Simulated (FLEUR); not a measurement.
Band structure of Tb (P6_3/mmc, 2 atoms in the cell).

```
Tb
1.0
    1.80000    -3.11769     0.00000
    1.80000     3.11769     0.00000
    0.00000     0.00000     5.69000
Tb
2
Direct
  0.33333   0.66667   0.25000
  0.66667   0.33333   0.75000
```
Moments meant for the start (each program seeds them in its own way; μB, in the order of the atoms Tb Tb): 6.0 6.0.

Method of the run: PBE, all-electron FLAPW (FLEUR), scalar-relativistic valence in FLEUR.

Settings: Kmax = 3.8 1/bohr; GmaxXC = 15.2 1/bohr; xcFunctional = pbe; jspins = 2; l_soc = F; mode = hist; fermiSmearingEnergy = 0.00367493 Htr; mesh (inpgen div1-3) = 8 8 4; inpgen gamma flag = true; Gmax = 15.2 1/bohr; numbands = 0; maxIterBroyd = 15; imix = Anderson; alpha = 0.05.

The starting cell has typed, rounded lattice constants, without a prior relaxation at this level. Spin-orbit coupling is off. The f electrons are in the valence without U or exact exchange, which can misplace them near the Fermi level. Spin-orbit terms, which matter for f shells, are left out. Values depend on the basis (sphere radii, cutoffs, local orbitals), which need not be converged.

Levels in eV from the Fermi level, bands 21 to 28 of the first spin channel:
```csv
point,21,22,23,24,25,26,27,28
Γ,-3.85,-3.70,-3.60,-2.16,1.33,1.75,1.75,2.06
M,-3.62,-3.58,-1.87,-1.44,-1.04,0.16,1.41,1.50
K,-3.59,-3.59,-0.95,-0.69,-0.69,-0.33,1.09,1.09
A,-3.66,-3.66,-3.41,-3.41,0.96,0.96,1.65,1.65
L,-3.61,-3.61,-1.93,-1.93,-0.04,-0.04,1.78,1.78
H,-3.60,-3.60,-0.58,-0.58,-0.36,-0.36,0.57,0.57
```
